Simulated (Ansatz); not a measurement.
HfO2: pressure series

Consider HfO$_{2}$ in the fluorite structure (space group Fm-3m, No. 225; a = 5.0585 Å).

Cell and atoms are relaxed at each pressure.

Level of theory: plane-wave PAW DFT at the r2SCAN level (Ansatz, a program for electronic structure, 500 eV), spin-orbit coupling left out.

```
pressure (GPa)  volume per atom (Å³/atom)
--------------  -------------------------
-2                                 10.868
0                                  10.786
1.8                                10.716
4.2                                10.626
9                                  10.455
18                                 10.170
30                                      ?
45                                  9.495
60                                  9.199
```

Fit the third-order Birch–Murnaghan form P(V) = (3B₀/2)[(V₀/V)^(7/3) − (V₀/V)^(5/3)]·[1 + (3/4)(B₀′ − 4)((V₀/V)^(2/3) − 1)] (squares taken in P) to the rows shown and predict the withheld row.

Least squares on the printed values gives V₀ = 10.786 Å³/atom, B₀ = 271 GPa, B₀′ = 4.1; this predicts 9.842 Å³/atom, and the run gives 9.843 Å³/atom, in agreement.

Load acts through the strain it causes; cell and atoms are relaxed under it. No phonon test of stability was made. Competing high-pressure phases were not computed. This is not the structure that HfO2 has at room temperature and ambient pressure.
